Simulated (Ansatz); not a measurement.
HgTe: response to strain

Base system: HgTe in the zinc blende structure (space group F-43m, No. 216; a = 6.5728 Å). Axes: x, y, z lie along the cube axes.

Strains are applied to the cell and any free atomic positions relax; under biaxial strain the out-of-plane vector relaxes too.

Calculations: plane-wave PAW DFT at the r2SCAN level (Ansatz, a quantum-chemistry and plane-wave program, 500 eV), no SOC.

Notes on the quantities. energy relative to the base: free energy F.

```tsv
variant	energy relative to the base	shortest interatomic distance
base	0 meV/atom	2.846 Å
biaxial strain +0.50 %, plane normal [001], relaxed out of plane	+0.2 meV/atom	2.849 Å
biaxial strain +2.50 %, plane normal [001], relaxed out of plane	?	2.861 Å
biaxial strain +3.00 %, plane normal [001], relaxed out of plane	+6.9 meV/atom	?
```

Question: Fill in the withheld entries from the trend.

Answer: 
- biaxial strain +2.50 %, plane normal [001], relaxed out of plane, energy relative to the base: +4.8 meV/atom
- biaxial strain +3.00 %, plane normal [001], relaxed out of plane, shortest interatomic distance: 2.864 Å

Stability against distortions was not tested. All final runs are without spin polarisation.
